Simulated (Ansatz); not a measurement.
Where the default PAW files enter, the runs use the earlier of Ansatz's two default sets.

The decay constant κ of evanescent states in the gap governs leakage through a thin film.

Input:

```xyz
6
Lattice="2.7474 0.0000 0.0000 0.0000 4.3178 0.0000 0.0000 0.0000 4.3178" Properties=species:S:1:pos:R:3 pbc="T T T"
Si     1.3737     2.1589     2.1589
Si     0.0000     0.0000     0.0000
O      0.0000     2.9929     2.9929
O      0.0000     1.3249     1.3249
O      1.3737     0.8340     3.4838
O      1.3737     3.4838     0.8340
```

Space group of this cell: P4_2/mnm, rutile. The cell is strained (all lengths scaled by 1.02); by r2SCAN its mean pressure is -25.2 GPa.

Transport runs along the normal of the first two printed cell vectors, the (100) plane of the conventional cell.

The gap is the functional's own, uncorrected, and κ follows it; spin-orbit coupling is left out. Mid-gap values are interpolated between the computed energies.

Q: Estimate the band gap and the smallest decay constant κ at mid-gap that r2SCAN (Ansatz, a program for electronic structure) returns for this system.

A: Gap 4.94 eV on a 12×8×8 mesh; κ = 0.368 1/Å, at the zone centre.
